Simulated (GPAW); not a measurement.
Band structure of CrO2 (P4_2/mnm, 6 atoms in the cell).

```xyz
6
Lattice="4.4515 0.0000 0.0000 0.0000 4.4515 0.0000 0.0000 0.0000 2.9419" Properties=species:S:1:pos:R:3 pbc="T T T"
Cr     0.0000     0.0000     1.4709
Cr     2.2258     2.2258     0.0000
O      0.8781     0.8781     0.0000
O      3.5734     3.5734     0.0000
O      1.3477     3.1039     1.4709
O      3.1039     1.3477     1.4709
```
Moments meant for the start (each program seeds them in its own way; μB, in the order of the atoms Cr Cr O O O O): 3.0 3.0 0.0 0.0 0.0 0.0.

Method of the run: PBE, GPAW PAW datasets PBE (gpaw-data 1.0.1) (plane waves; GPAW).

Settings: spinpol = true; mode = pw; ecut = 950 eV; xc = PBE; kpts = 5 5 7; mesh shift (steps) = 0 0 0; occupations.name = fermi-dirac; occupations.width = 0.1 eV; nbands = -12; convergence.forces = 0.001 eV/Å; symmetry.symmorphic = false; symmetry.tolerance = 0.0005; maxiter = 150; bandpath_npoints = 40.

The starting cell comes from a database of computed structures (which also holds hypothetical and non-ambient phases and stackings), without a prior relaxation at this level. Its lattice was rescaled by a random factor within 2.5 % of one. The magnetic order is the one reached from the typed start; others were not searched systematically.

Levels in eV from the Fermi level, bands 17 to 24 of the first spin channel:
| point | 17 | 18 | 19 | 20 | 21 | 22 | 23 | 24 |
|---|---|---|---|---|---|---|---|---|
| Γ | -1.19 | -1.13 | -1.03 | -1.03 | -0.49 | 1.00 | 1.09 | 3.65 |
| X | -0.80 | -0.80 | -0.35 | -0.35 | 0.29 | 0.29 | 3.20 | 3.20 |
| M | -1.50 | -1.50 | -1.17 | -1.17 | 0.85 | 0.85 | 2.60 | 2.60 |
| Z | -0.78 | -0.78 | -0.03 | -0.03 | 0.71 | 0.71 | 2.36 | 2.36 |
| R | -1.45 | -1.45 | -0.77 | -0.77 | 0.88 | 0.88 | 1.51 | 1.51 |
| A | -0.77 | -0.77 | -0.21 | -0.21 | 0.03 | 0.03 | 2.78 | 2.78 |

Bands cross the Fermi level along this path, so the cell is metallic at this level.

The net moment of the cell came out as 4.00 μB.
